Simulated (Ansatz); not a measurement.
**FeNi (space group P4/mmm, No. 123; ferromagnetic)**

FeNi is taken in the tetragonal space group P4/mmm (No. 123), Pearson symbol tP2. Lattice parameters: a = 2.467 Å, b = 2.467 Å, c = 3.534 Å, α = 90.00°, β = 90.00°, γ = 90.00°. Fe on 1a has 4 Fe at 2.467 Å and 8 Ni at 2.483 Å (cuboctahedral). Ni on 1d is coordinated by 4 Ni at 2.467 Å and 8 Fe at 2.483 Å (cuboctahedral). (Neighbours: up to the widest gap in distance over summed covalent radii, below 1.35, at either atom.)

All numbers come from plane-wave PAW DFT at the PBEsol level (Ansatz, a program for electronic structure, 420 eV), no spin-orbit coupling. Γ-centred 19×19×13 mesh, Fermi–Dirac width 0.05 eV.

```json
{
 "volume_per_atom": "10.76 Å³",
 "density": "8.84 g/cm³",
 "band_gap": "zero",
 "magnetic_state": "ferromagnetic",
 "total_energy": "-5126.966 eV/atom (σ→0; compares only within this code and set-up)"
}
```

Other magnetic orders, which the real material may have, were not ruled out. No phonon test of stability was made.
